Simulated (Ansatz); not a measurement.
Consider a 24-atom cell of (Ru,Fe)S2 started in the pyrite structure, site fractions Ru 0.750, Fe 0.250, short-range order -0.11 among the nearest mixed sites of the first mixed sublattice (0 is random, a negative value favours unlike neighbours), space group P-1 at the end. Its start:

```yaml
crystal:
  lattice:
    - [5.59600, 0.00163, 5.59793]
    - [-0.00006, 5.59902, 5.59962]
    - [-5.59791, -0.00016, 5.59984]
  atoms:
    - { symbol: Ru, position: [0.00000, 0.50000, 0.00000] }
    - { symbol: Fe, position: [0.50000, 0.50000, 0.50000] }
    - { symbol: Ru, position: [0.00000, 0.50000, 0.50000] }
    - { symbol: Ru, position: [0.50000, 0.50000, 0.00000] }
    - { symbol: Ru, position: [0.50000, 0.00000, 0.00000] }
    - { symbol: Ru, position: [0.00000, 0.00000, 0.50000] }
    - { symbol: Fe, position: [0.00000, 0.00000, 0.00000] }
    - { symbol: Ru, position: [0.50000, 0.00000, 0.50000] }
    - { symbol: S, position: [0.58119, 0.11500, 0.19213] }
    - { symbol: S, position: [0.07760, 0.10934, 0.70559] }
    - { symbol: S, position: [0.92240, 0.89066, 0.29441] }
    - { symbol: S, position: [0.41881, 0.88500, 0.80787] }
    - { symbol: S, position: [0.80570, 0.88764, 0.69244] }
    - { symbol: S, position: [0.30245, 0.87847, 0.19721] }
    - { symbol: S, position: [0.69755, 0.12153, 0.80279] }
    - { symbol: S, position: [0.19430, 0.11236, 0.30756] }
    - { symbol: S, position: [0.31611, 0.39126, 0.42503] }
    - { symbol: S, position: [0.81666, 0.36825, 0.92498] }
    - { symbol: S, position: [0.18334, 0.63175, 0.07501] }
    - { symbol: S, position: [0.68389, 0.60874, 0.57497] }
    - { symbol: S, position: [0.31437, 0.60837, 0.68588] }
    - { symbol: S, position: [0.80479, 0.61177, 0.19490] }
    - { symbol: S, position: [0.19521, 0.38823, 0.80510] }
    - { symbol: S, position: [0.68563, 0.39163, 0.31412] }
```

The numbers are results of r2SCAN (plane waves to 500 eV, PAW; Ansatz, an electronic-structure program), not measurements. Scalar-relativistic, without spin–orbit coupling; the runs are not spin-polarised. Its k-point mesh 4×4×4, Fermi–Dirac width 0.01 eV.

Predict the alloy's volume and bond lengths.


```
Property                                                                                         Value
--------------------------------------------------------  --------------------------------------------
volume per atom                                                                               14.49 Å³
Ru–S bonds (within 1.22 times the sum of covalent radii)  2.352 Å on average, from 2.337 to 2.377 (36)
Fe–S bonds (within 1.22 times the sum of covalent radii)  2.295 Å on average, from 2.285 to 2.313 (12)
```
